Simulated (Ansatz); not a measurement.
Seebeck coefficient (μV/K, mean over directions) of n-type SiS$_{2}$ (Ibam) against carrier density, PBEsol+D3BJ, rigid bands (Ansatz, an electronic-structure program). Computed gap 2.40 eV; densities at which minority carriers matter at this gap, or further valleys turn the trend, are left out. Conductivity mass 0.81 mₑ (harmonic mean over directions), N_c = 2.7e19 cm⁻³ at 300 K.

```json
[
 {"electron density": "1e16 cm⁻³", "300 K": "(withheld)", "500 K": "-959"},
 {"electron density": "1e17 cm⁻³", "300 K": "-694", "500 K": "-761"},
 {"electron density": "1e18 cm⁻³", "300 K": "-496", "500 K": "-562"},
 {"electron density": "3e18 cm⁻³", "300 K": "-401", "500 K": "-468"},
 {"electron density": "1e19 cm⁻³", "300 K": "-300", "500 K": "-365"},
 {"electron density": "3e19 cm⁻³", "300 K": "(withheld)", "500 K": "-273"},
 {"electron density": "1e20 cm⁻³", "300 K": "-124", "500 K": "-179"},
 {"electron density": "3e20 cm⁻³", "300 K": "-67", "500 K": "-107"},
 {"electron density": "1e21 cm⁻³", "300 K": "-33", "500 K": "-56"}
]
```

Task: Some entries are withheld; supply them.

Result: 
- 1e16 cm⁻³, 300 K: -892
- 3e19 cm⁻³, 300 K: -210

Rigid bands with a gap fixed in temperature, one relaxation time for all states, no polarons or phonon drag, and whether or not such doping can be reached. Spin-orbit coupling is left out. Geometry: cell and atoms relaxed with PBEsol+D3(BJ).

Formula and space group known from diffraction (Crystallography Open Database), not checked to be the room-temperature form: SiS2 (Ibam).
